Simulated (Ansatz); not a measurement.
The reference is Ta in the bcc (W type) structure (space group Im-3m, No. 229; a = 3.306 Å; relaxed with 0.1 eV smearing). Axes: x, y, z lie along the cube axes.

Level of theory: r2SCAN (Ansatz, a quantum-chemistry and plane-wave program, PAW, no spin-orbit coupling), earlier PAW set.

For the base:

```
Quantity                        Result
-----------------------------  -------
Shortest interatomic distance  2.863 Å
```

Perturbation: tensile biaxial strain of 2.14 % in the plane normal to [001], as in epitaxy on a mismatched substrate; the out-of-plane cell vector and the atoms relax.

### Question
How does this affect the in-plane stress and shortest interatomic distance?

### Answer
The mean in-plane stress (compression positive) comes out as -4.5 GPa; the shortest interatomic distance goes up by 0.017 Å, from 2.863 Å to 2.880 Å.

No phonon test of stability was made. The final runs are not spin-polarised.
